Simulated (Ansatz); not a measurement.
Results of LDA in Ansatz (PAW) for SnC (model structure, started from the BN type, Pm-3n, No. 223, 12 atoms in the cell).

Settings: plane-wave cutoff 520 eV, 6×6×6 k mesh, Fermi–Dirac smearing 0.01 eV, scalar-relativistic PAW data made under PBE.

Cell (relaxed at this level):

```xyz
12
Lattice="6.1322 0.0000 0.0000 0.0000 6.1322 0.0000 0.0000 0.0000 6.1322" Properties=species:S:1:pos:R:3 pbc="T T T"
Sn     1.5330     0.0000     3.0661
Sn     3.0661     1.5330     0.0000
Sn     3.0661     4.5991     0.0000
Sn     4.5991     0.0000     3.0661
Sn     0.0000     3.0661     4.5991
Sn     0.0000     3.0661     1.5330
C      1.5330     3.0661     0.0000
C      0.0000     1.5330     3.0661
C      0.0000     4.5991     3.0661
C      4.5991     3.0661     0.0000
C      3.0661     0.0000     4.5991
C      3.0661     0.0000     1.5330
```

Q: Predict the band gap.

A: 
- band gap: 0.98 eV

Note: the relaxation could raise the start's symmetry but not lower it, so the cell can be a saddle point.

Spin–orbit coupling is not included.

The computed numbers hold no vibrational or temperature effects.

Cost on a shared machine: very roughly 27 core-seconds.

A model structure was made by putting elements into a prototype or built by hand; it is no filed structure, need not be a known phase, and can be a saddle point held by its symmetry.

Ansatz is a first-principles code.
